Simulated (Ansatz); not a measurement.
## Relaxation of the atoms of Nb₃B₂ (P4/mbm, 10 atoms in the cell) at several settings

```xyz
10
Lattice="6.2328 0.0000 0.0000 0.0000 6.2328 0.0000 0.0000 0.0000 3.3115" Properties=species:S:1:pos:R:3 pbc="T T T"
Nb     0.0000     0.0000     0.0000
Nb     3.1164     3.1164     0.0000
Nb     5.1217     2.0053     1.6557
Nb     1.1111     4.2275     1.6557
Nb     4.2275     5.1217     1.6557
Nb     2.0053     1.1111     1.6557
B      3.7716     0.6553     0.0000
B      2.4611     5.5775     0.0000
B      5.5775     3.7716     0.0000
B      0.6553     2.4611     0.0000
```

Base: Ansatz (a first-principles code) with PBEsol, default PAW files made with PBE. Its settings: basis.ecutwfc = 30.9 Ry; kpoints.mp_grid.grid = 5 5 8; hamiltonian.xc = pbesol; hamiltonian.pseudopotentials = {kind: paw} (the program's default PAW files); scf.occupations.method = methfessel_paxton; scf.occupations.width = 0.01 Ry. Starting volume 12.86 Å³ per atom.

Each line gives the change from the base single point and the result:

- atoms moved at random; relax: default → atoms; relax.f_tol: default → 0.03 eV/Å: pressure -8.17 GPa; largest force (vector length) 0.008 eV/Å; relaxation steps 4; free energy against the base single point -0.1 meV/atom.
- atoms moved at random; relax: default → atoms; relax.f_tol: default → 0.1 eV/Å: pressure -8.17 GPa; largest force (vector length) 0.111 eV/Å; relaxation steps 4; free energy against the base single point 0.2 meV/atom.
- atoms moved at random; relax: default → atoms; relax.f_tol: default → 0.005 eV/Å: pressure -8.17 GPa; largest force (vector length) 0.006 eV/Å; relaxation steps 5; free energy against the base single point -0.1 meV/atom.

The starting cell comes from a database of computed structures (which also holds hypothetical and non-ambient phases and stackings), without a prior relaxation at this level. Spin polarisation is off. Ansatz's pressure includes its estimate of the finite-basis (Pulay) stress.

Keys are those of Ansatz 0.2.
